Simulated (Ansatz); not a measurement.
Structures of equal composition on the (110) surface of bcc Mo: a layer of Rh in place of the second plane; a layer of Rh in place of the third plane. The slabs share one bottom face, and each structure is named by its start. These are constructed structures in small cells; real faces may alloy, dewet or reconstruct in larger ones, and not all known structures of the face are among them. Slabs of about 11 Å, Fermi-Dirac smearing of 0.1 eV. Bottom of the slabs: a bare face, its two planes held. Relaxed from the named starts with such symmetry as they have, on meshes of like density; energies extrapolated to zero smearing; spin only where a row says so; no spin-orbit coupling, no U. Brackets mark spin-polarised runs, whose order is one that fits the cell.

Level of theory: PBE (plane waves to 420 eV, PAW; Ansatz, a program for electronic structure).

Task: Put the candidates in order of energy per 1x1 cell, lowest first, for PBE.

Result: a layer of Rh in place of the third plane (0.000 eV), a layer of Rh in place of the second plane (0.179 eV)
